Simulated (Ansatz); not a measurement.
For Si₃Mo₅ (I4/mcm, No. 140), PBEsol (plane waves, PAW; Ansatz, a program for electronic structure) gives:

lattice parameter a: 9.605 Å
c axis length: 4.870 Å

Problem. What does r²SCAN in Ansatz (PAW) give for the same quantities?

Solution. 
- lattice constant a: 9.642 Å (grows by 0.4 %)
- lattice parameter c: 4.893 Å (grows by 0.5 %)

Changes are worked out from the printed values.

Unless a cell is named, each level is at its own relaxed cell (PBEsol 14.04, r²SCAN 14.22 Å³/atom).

Caveats: the relaxation could not lower the start's symmetry, so the cell can be a saddle point above a distorted one (PBEsol, r²SCAN). Ansatz's density-functional and Hartree–Fock values are scalar-relativistic unless marked +SOC, with PAW data made under PBE.
